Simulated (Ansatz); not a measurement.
zinc-blende GaSb: the defect Te on the Sb site (Te_Sb)

All values below come from PBE, PAW (plane waves to 420 eV; Ansatz, an electronic-structure program). Set-up: 64-site cell; 2×2×2 shifted k-points; start: the Sb site; no spin–orbit coupling; the functional closes the host's gap; finite-size errors of tenths of an eV.

Neighbours after relaxation, in Å: of the Te atom: Ga 2.79, Ga 2.79, Ga 2.79, Ga 2.79.

```json
[
 {"charge": "0†", "moment (μB)": "quenched", "largest move off a lattice site (Å)": "0.10"}
]
```

† Not settled in this cell, so no level is given: charge 0: a level filled in part.

Starting moments that weren't kept: charge 0 began with 1 μB and ended with 0.0.

No other site or start that was run ended lower by more than 0.1 eV.
